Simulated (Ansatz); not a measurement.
The starting structures come from a database of crystals and need not be the phases stable at ambient conditions.

 Where the default PAW files enter, the runs use the earlier of Ansatz's two default sets.

Input:

```xyz
6
Lattice="5.8382 0.0000 0.0000 0.0000 5.8535 0.0000 2.9191 2.9267 4.7452" Properties=species:S:1:pos:R:3 pbc="T T T"
Si     1.4595     0.0000     0.0000
Si     4.3786     0.0000     0.0000
Se     5.8382     4.5491     1.1984
Se     2.9191     4.2311     3.5468
Se     5.8382     7.4759     3.5468
Se     2.9191     1.3043     1.1984
```

Space group of this cell: Ibam. The cell was relaxed by PBE-D3(BJ).

Transport runs along the normal of the first two printed cell vectors.

The gap is the functional's own, uncorrected, and κ follows it; spin-orbit coupling is left out. Mid-gap values are interpolated between the computed energies.

Problem. Estimate the band gap and the smallest decay constant κ at mid-gap that PBEsol (Ansatz, a quantum-chemistry and plane-wave program) returns for this system.

Solution. Gap 1.46 eV on a 6×6×6 mesh; κ = 0.228 1/Å, at the zone centre.
